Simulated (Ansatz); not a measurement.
Given:

```xyz
4
Lattice="3.2633 0.0000 0.0000 -1.6316 2.8261 0.0000 0.0000 0.0000 5.3169" Properties=species:S:1:pos:R:3 pbc="T T T"
Ga     0.0000     1.8840    -0.0050
Ga     1.6316     0.9420     2.6535
N      0.0000     1.8840     1.9988
N      1.6316     0.9420     4.6573
```

Level of theory: r2SCAN with spin-orbit coupling, rigid bands (plane waves, PAW; Ansatz, a first-principles code). Condition of this run: hydrostatic pressure of -12 GPa (compression positive) (the target of the relaxation). Geometry: cell and atoms relaxed with PBEsol, then loaded as said.

Q: What conductivity effective mass do dilute holes have at 300 K?

A: 1.55 (x), 1.55 (y), 1.73 (z) mₑ.

Q: Predict the electron conductivity mass (n e² τ/σ) at 300 K, by direction if it differs.

A: 0.165 (x), 0.165 (y), 0.149 (z) mₑ.

Q: And the band gap?

A: 1.82 eV at this level; semilocal functionals usually fall short of the measured gap.

Rigid bands, one relaxation time for all states, no polarons. Geometry: cell and atoms relaxed with PBEsol.
